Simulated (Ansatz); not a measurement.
Consider Y-vacancy pair (Y on one host Ce site, one O site vacant) in ceria, charge state +1. These are PBE, PAW (plane waves to 420 eV; Ansatz, an electronic-structure program) values and carry that method's errors.

Settings: 96 host sites, the relaxed PBE lattice, one k-point at (0.250, 0.250, 0.250), smearing 0.01 eV, spin-restricted, no image-charge correction. Energies are static. Spin-orbit coupling is left out. The charge state is imposed; whether it is stable for some Fermi level was not computed. Forms of the defect that were not tried may lie lower.

Barriers: single points on a 2×2×2 k-point mesh shifted by half a step at the bands' geometries.

The step: a nearby O atom hops onto the vacant site (Y-vacancy distance between ideal sites 2.37 → 4.53 Å); the atom moves 2.30 Å along (0.00, 0.42, 0.00) of the unit cell; the moving atom starts with neighbours 2 Ce at 2.33, 2 Ce at 2.49; 4 O at 2.76, O at 2.94 Å and ends with 2 Ce at 2.30, Ce at 2.48; 2 O at 2.75, 2 O at 2.79, O at 2.97; Y at 2.52 Å.

Question: What migration barrier of this step does PBE, PAW give?

Answer: 0.52 eV forward and 0.34 eV backward. At the saddle the moving atom has neighbours 2 Ce at 2.11 Å. The saddle point's order was not checked, and it lies on a symmetry element of the cell, where a band can be held.
